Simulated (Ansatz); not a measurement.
**Cubic perovskite CsHgCl3**

Computed with LDA in Ansatz (PAW).

Run with plane-wave cutoff 520 eV, 10×10×10 k mesh, Fermi–Dirac smearing 0.05 eV, scalar-relativistic PAW data made under PBE.

Cell: relaxed at this level.

| Item | Value |
|---|---|
| equilibrium volume per atom | 27.80 Å³/atom |
| bulk modulus | 41.4 GPa |
| band gap | zero (no gap) |
| lattice parameter a | 5.180 Å |
| pressure derivative B′ of the bulk modulus | 5.1 |

Measured, for comparison: equilibrium volume per atom 31.67 Å³/atom (temperature not stated, no zero-point or thermal correction; as tabulated in Moreira and Dias (2007), arXiv:cond-mat/0703451). Computed (rounded) less measured: equilibrium volume per atom -12.2 %. For the largest miss, another phase or state or a fault of the measured value is possible beside the level's own.

Note: the relaxation could not lower the start's symmetry, so the cell can be a saddle point above a distorted one; the volume lies 14 % below that of the published cell.

Spin–orbit coupling is not included; it can open a gap where bands touch, and shift volumes and moduli.

The computed numbers hold no vibrational or temperature effects.

Ansatz is an electronic-structure program.
